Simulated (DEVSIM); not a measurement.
System: double heterostructure, GaAs between p- and n-type Al0.1Ga0.9As, at 400 K.

Layer 1 from the left is Al0.1Ga0.9As, thickness (μm) 0.470, Na (cm⁻³) 1.9e17, τn (s) 6.1e-10, τp (s) 6.1e-10. Layer 2 from the left is GaAs, thickness (μm) 0.0470, Nd (cm⁻³) 2.7e15, τn (s) 6.1e-10, τp (s) 6.1e-10. Layer 3 from the left is Al0.1Ga0.9As, thickness (μm) 0.720, Nd (cm⁻³) 1.4e17, τn (s) 6.1e-10, τp (s) 6.1e-10.

Left contact: ohmic. Right contact: ohmic. Voltage is applied to the left contact. Recombination: SRH at mid-gap, radiative, Auger. Mobility is μmin + (μ − μmin)/(1 + (N/Nref)^α).

The device is made up for the run: typed textbook-type constants, with dimensions and the other settings drawn at random. Values at 300 K; Nc and Nv go as T^1.5, mobilities as T to minus their exponent, the gap by Varshni's rule with the affinity fixed.

Al0.1Ga0.9As: gap (eV) 1.5487, affinity (eV) 3.991, permittivity 12.62, Nc (cm⁻³) 5.17e17, Nv (cm⁻³) 9e18, μn (cm²/Vs) 6520, μp (cm²/Vs) 317, μn,min 500, μp,min 20, Nref,n 6e16, Nref,p 1.5e17, αn 0.39, αp 0.38, T exponent of μn 2.1, T exponent of μp 2.2, B (cm³/s) 2e-10, Cn (cm⁶/s) 1e-30, Cp (cm⁶/s) 1e-30, Varshni α (eV/K) 0.000541, Varshni β (K) 204. GaAs: gap (eV) 1.424, affinity (eV) 4.07, permittivity 12.9, Nc (cm⁻³) 4.7e17, Nv (cm⁻³) 9e18, μn (cm²/Vs) 8500, μp (cm²/Vs) 400, μn,min 500, μp,min 20, Nref,n 6e16, Nref,p 1.5e17, αn 0.39, αp 0.38, T exponent of μn 2.1, T exponent of μp 2.2, B (cm³/s) 2e-10, Cn (cm⁶/s) 1e-30, Cp (cm⁶/s) 1e-30, Varshni α (eV/K) 0.000541, Varshni β (K) 204.

DEVSIM, 1D drift-diffusion, Boltzmann statistics, complete ionisation; no tunnelling, impact ionisation, image-force lowering or self-heating. Band offsets follow the typed affinities; no thermionic-emission limit at abrupt steps, no polarisation charge.

Problem. What does the simulation give for the dark forward voltage at 1 A/cm², the potential step across the device at zero bias, the dark forward voltage at 100 A/cm²?

Solution. dark forward voltage at 1 A/cm² 0.887 V; potential step across the device at zero bias 1.294 V; dark forward voltage at 100 A/cm² 1.086 V.
